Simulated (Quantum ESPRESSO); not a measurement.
Band structure of ZrPOs (P-62m, 9 atoms in the cell).

```
ZrPOs
1.0
    6.26281     0.00000     0.00000
   -3.13140     5.42375     0.00000
    0.00000     0.00000     3.77032
Zr P Os
3 3 3
Cartesian
 -1.30501   2.26035   1.88516
  2.61002   0.00000   1.88516
  1.82639   3.16340   1.88516
  0.00000   3.61584   0.00000
  3.13141   1.80791   0.00000
  0.00000   0.00000   1.88516
 -2.35964   4.08701   0.00000
  4.71928   0.00000   0.00000
  0.77177   1.33674   0.00000
```

Level of theory: PBEsol, PseudoDojo standard norm-conserving (PBESOL) pseudopotentials (plane waves; Quantum ESPRESSO).

Settings: ecutwfc = 75 Ry; occupations = smearing; smearing = cold; degauss = 0.019992 Ry; potentials = {Zr: Zr.upf, P: P.upf, Os: Os.upf}; K_POINTS = automatic 3 3 4 0 0 0; conv_thr = 1e-10 Ry.

The starting cell comes from a database of computed structures (which also holds hypothetical and non-ambient phases and stackings), without a prior relaxation at this level. Its lattice was rescaled by a random factor within 2.5 % of one. Spin-orbit coupling is off. Spin polarisation is off; with an odd number of electrons in the cell that forces a metal, and a magnetic state may lie lower.

Levels in eV from the Fermi level, bands 47 to 54:
```csv
point,47,48,49,50,51,52,53,54
Γ,-0.58,-0.10,-0.10,0.43,0.63,0.78,0.78,1.01
M,-1.19,-0.68,-0.44,-0.25,-0.22,1.12,1.31,1.74
K,-0.98,-0.98,-0.85,-0.85,0.18,0.91,0.98,0.98
A,-1.93,-1.15,-0.77,-0.77,1.23,1.23,1.28,1.33
L,-1.84,-1.47,-1.40,-1.33,0.86,1.17,1.80,2.05
H,-1.61,-1.61,-1.37,-1.37,0.93,1.38,2.02,2.02
```

Bands cross the Fermi level along this path, so the cell is metallic at this level.
